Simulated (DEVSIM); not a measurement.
Device: abrupt Ge n-p junction, at 300 K.

Layer 1 from the left is Ge, thickness (μm) 7.30, Nd (cm⁻³) 6.5e15, τn (s) 3.3e-7, τp (s) 3.3e-7. Layer 2 from the left is Ge, thickness (μm) 3.00, Na (cm⁻³) 6.4e15, τn (s) 3.3e-7, τp (s) 3.3e-7.

Left contact: ohmic. Right contact: ohmic. Voltage is applied to the left contact. Recombination: SRH at mid-gap. Mobility is μmin + (μ − μmin)/(1 + (N/Nref)^α).

Constants are typed, rounded textbook-type inputs, not results; the design itself was drawn at random and stands for no fabricated device. Values at 300 K.

Ge: gap (eV) 0.664, affinity (eV) 4, permittivity 16, Nc (cm⁻³) 1.04e19, Nv (cm⁻³) 6e18, μn (cm²/Vs) 3900, μp (cm²/Vs) 1900, μn,min 150, μp,min 100, Nref,n 2.6e17, Nref,p 4e17, αn 0.56, αp 0.6.

Question: Estimate by hand the built-in potential, the peak field at zero bias, the capacitance at 1.5 V, and compare with a numerical solution.

Answer: 
- Built-in potential: ni = √(Nc Nv) exp(−Eg/2kT) = 2.09e13 cm⁻³ with Eg = 0.664 eV; Vbi = kT/q ln(Na Nd/ni²) = 0.296 V; numerical 0.296 V.
- Peak field at zero bias: depletion approximation: W = √(2εVbi/(qN)) = 0.403 μm with N = 3.22e15 cm⁻³; field = 2Vbi/W = 14700 V/cm; numerical 13400 V/cm (estimate above by 10.0 %).
- Capacitance at 1.5 V: C = √(qεN / 2(Vbi + |V|)) = 14.3 nF/cm²; numerical 14.5 nF/cm² (estimate below by 1.5 %).

Simulated with DEVSIM: 1D drift-diffusion, Boltzmann statistics, complete ionisation; no tunnelling, impact ionisation, image-force lowering or self-heating.
